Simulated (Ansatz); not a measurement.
The parent structure is CsSnI3 in the cubic perovskite structure (space group Pm-3m, No. 221; a = 6.131 Å).

Structures relaxed with plane-wave PAW DFT at the PBEsol level (Ansatz, a first-principles code, 420 eV), spin-orbit coupling left out.

Base:

Simulated powder pattern, Mo Kα, λ = 0.71073 Å (kinematic, ideal powder, no thermal factors, no anomalous dispersion; the 14 strongest lines at most, above 2 %, up to 2θ = 40°):

```
2θ (°)  I/Imax (%)    hkl
------  ----------  -----
6.65            17  (100)
9.40            18  (110)
11.52           73  (111)
13.31          100  (200)
14.89           10  (210)
18.87           80  (220)
22.17           39  (311)
23.17           30  (222)
26.81           15  (400)
29.27           17  (331)
30.05           41  (420)
33.00           31  (422)
35.06           13  (511)
38.28          9.5  (440)
```

After one change:

Simulated powder pattern, Mo Kα, λ = 0.71073 Å (kinematic, ideal powder, no thermal factors, no anomalous dispersion; the 14 strongest lines at most, above 2 %, up to 2θ = 40°):

| 2θ (°) | I/Imax (%) |
|---|---|
| 6.81 | 17 |
| 9.64 | 18 |
| 11.81 | 73 |
| 13.64 | 100 |
| 15.26 | 10 |
| 16.73 | 9.3 |
| 19.34 | 80 |
| 22.72 | 39 |
| 23.75 | 30 |
| 27.49 | 14 |
| 30.01 | 17 |
| 30.81 | 41 |
| 33.83 | 30 |
| 35.95 | 13 |

Name the change that was made.
A. isotropic strain −1.20 %
B. isotropic strain −2.40 %
C. isotropic strain −3.00 %
D. isotropic strain −0.60 %

B, isotropic strain −2.40 %. Its volume per atom is 42.84 Å³ against 46.08 Å³, and its space group is Pm-3m (No. 221).

Whether these cells are dynamically stable was not tested. The final runs are not spin-polarised. Many cubic perovskites are stable only at high temperature; tilts and polar distortions were not tested.
